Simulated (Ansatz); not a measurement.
Consider BeSe in the zinc blende structure (space group F-43m, No. 216; a = 5.082 Å). Axes: x, y, z lie along the cube axes.

Computed with LDA (Ansatz, an electronic-structure program; PAW; 420 eV plane waves; spin-orbit coupling left out).

For the base:

```
Item                                Result
---------------------  -------------------
Volume per atom                   16.40 Å³
Valence-band top at Γ  0.00, 0.00, 0.00 eV
```

Now apply this change: tensile biaxial strain of 1.50 % in the plane normal to [001], as in epitaxy on a mismatched substrate; the out-of-plane cell vector and the atoms relax.

Problem. What does the calculation give for the volume per atom, valence-band top at Γ and in-plane stress after the change?

Solution. The volume per atom goes up by 0.284 Å³ (16.40 Å³ → 16.69 Å³); the valence-band top at Γ (three highest levels, from the VBM) changes from 0.00, 0.00, 0.00 eV to 0.00, -0.14, -0.14 eV; the mean in-plane stress (compression positive) is -2.1 GPa.

The levels and masses belong to the bands next to the band gap. Whether these cells are dynamically stable was not tested.
